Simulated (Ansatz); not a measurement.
An Ansatz (a first-principles code) run: ScCuO2; Kohn–Sham DFT with the PBEsol functional, run in Ansatz with PAW and 420 eV plane waves, spin-orbit coupling left out.

Input:

Ansatz 0.2 input:
```yaml
crystal:
  lattice:
    - [3.2028624992, 0, 0]
    - [-1.6014312496, 2.7737602891, 0]
    - [0, 0, 11.2843429612]
  atoms:
    - { symbol: Cu, position: [0.3333333333, 0.6666666667, 0.25] }
    - { symbol: Cu, position: [0.6666666667, 0.3333333333, 0.75] }
    - { symbol: Sc, position: [0, 0, 0] }
    - { symbol: Sc, position: [0, 0, 0.5] }
    - { symbol: O, position: [0.3333333333, 0.6666666667, 0.0894714928] }
    - { symbol: O, position: [0.6666666667, 0.3333333333, 0.5894714928] }
    - { symbol: O, position: [0.3333333333, 0.6666666667, 0.4105285072] }
    - { symbol: O, position: [0.6666666667, 0.3333333333, 0.9105285072] }
basis: { ecutwfc: 420, ecutrho_ratio: 4, xc_grid: 2, fft_grid_basis: typed }
kpoints: { mp_grid: { grid: [12, 12, 3] } }
hamiltonian:
  xc: pbesol
  dispersion: none
  pseudopotentials: { kind: paw }
scf: { occupations: { method: fermi_dirac, width: 0.05 }, convergence: { dr2_threshold: 0.0000000008 } }
output: { forces: true, stress: true }
checkpoint: { write: state.ck, write_every: 1000 }
```

Output (explanatory and most iteration lines left out):

```
Pseudopotential: Cu, paw, valence charge 19
Pseudopotential: Sc, paw, valence charge 11
Pseudopotential: O, paw, valence charge 6
Crystal: 8 atoms, lattice volume = 100.250 Å³
Basis set: ecut = 420 eV, 1981 PW (Γ), exchange–correlation on 48×48×160 points (8 copies of the dense FFT grid, shifted against one another)
Bands: 50, of which v1, the nominal top of the filled ones, is band 42 counted from 1 (41 counted from 0)
Symmetry: 24 space group operations
Space group: P63/mmc (ITA 194), of the structure as read, at distance tolerance 4.6e-5 Å
k-points: 38 of 432
Functional: x = pbesol(κ = 0.804, μ = 0.12345679012345678), c = pbesol(β = 0.046)
SCF iter   1: F=—  HF=-19652.788421 eV  |F-HF|=—  |Δ(HF+E_count)|=         —  Δρ=1.74e-2  dr2=2.27e-1  ethr=1.77e-3  ⟨swp⟩=5.7  Hψ=6363  notcnv=0
SCF iter   2: F=—  HF=-19652.746109 eV  |F-HF|=—  |Δ(HF+E_count)|=   4.23e-2  Δρ=8.62e-3  dr2=4.49e-2  ethr=2.70e-4  ⟨swp⟩=2.5  Hψ=3368  notcnv=0  defer=82
SCF 1 converged in 10 iterations: F = -19652.733577 eV  dr2 = 2.03e-10
SCF converged after 10 iterations
Free energy (F): -19652.733577 eV
Internal energy: -19652.733577 eV  (E = F + TS)
E sigma→0 (E₀):  -19652.733577 eV
Fermi energy:    10.763403 eV
--- Forces (eV/Å), atoms counted from 1 ---
  atom   1  Cu    -0.00000000     0.00000000     0.00000000
  atom   2  Cu    -0.00000000    -0.00000000    -0.00000000
  atom   3  Sc    -0.00000000    -0.00000000     0.00000000
  atom   4  Sc    -0.00000000    -0.00000000     0.00000000
  atom   5  O      0.00000000     0.00000000    -0.00014711
  atom   6  O      0.00000000    -0.00000000    -0.00014711
  atom   7  O     -0.00000000     0.00000000     0.00014711
  atom   8  O      0.00000000    -0.00000000     0.00014711
--- Stress (GPa, compression-positive) ---
       -0.003495       0.000000      -0.000000
       -0.000000      -0.003495       0.000000
       -0.000000       0.000000      -0.001801
  P = ⅓ Tr σ = -0.0029 GPa (-0.029 kbar)
```

Whether these cells are dynamically stable was not tested. No Hubbard U is applied. All final runs are without spin polarisation. The cell is ScCuO2 (space group P6_3/mmc, No. 194).
